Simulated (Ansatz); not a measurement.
**Response to strain in MnPt**

The reference is MnPt (space group P4/mmm, No. 123; a = 2.8595 Å, c = 3.5109 Å; ferromagnetic; relaxed with 0.1 eV smearing). Axes: x, y, z lie along a, b, c of the conventional cell.

Strains are applied to the cell and any free atomic positions relax.

All numbers come from PBEsol (Ansatz, a quantum-chemistry and plane-wave program, PAW, without spin-orbit coupling).

Notes on the quantities. pressure: mean of the normal stresses, compression positive; energy relative to the base: free energy F.

| case | pressure | energy relative to the base | largest site moment | volume per atom |
|---|---|---|---|---|
| base | 0.0 GPa | 0 meV/atom | 3.67 μB | 14.35 Å³ |
| isotropic strain −4.51 % | 30.1 GPa | +159 meV/atom | 2.96 μB | 12.50 Å³ |
| isotropic strain +0.78 % | -3.9 GPa | +4.2 meV/atom | 3.74 μB | 14.69 Å³ |
| uniaxial strain ε_yy = −5.56 % | 10.0 GPa | +40 meV/atom | 3.36 μB | 13.56 Å³ |
| uniaxial strain ε_zz = −4.90 % | 11.2 GPa | +30 meV/atom | 3.56 μB | 13.65 Å³ |
| tensor shear ε_xy = −3.94 % | 0.5 GPa | +18 meV/atom | 3.62 μB | 14.33 Å³ |

Other magnetic orders, which the real material may have, were not ruled out. Stability against distortions was not tested.
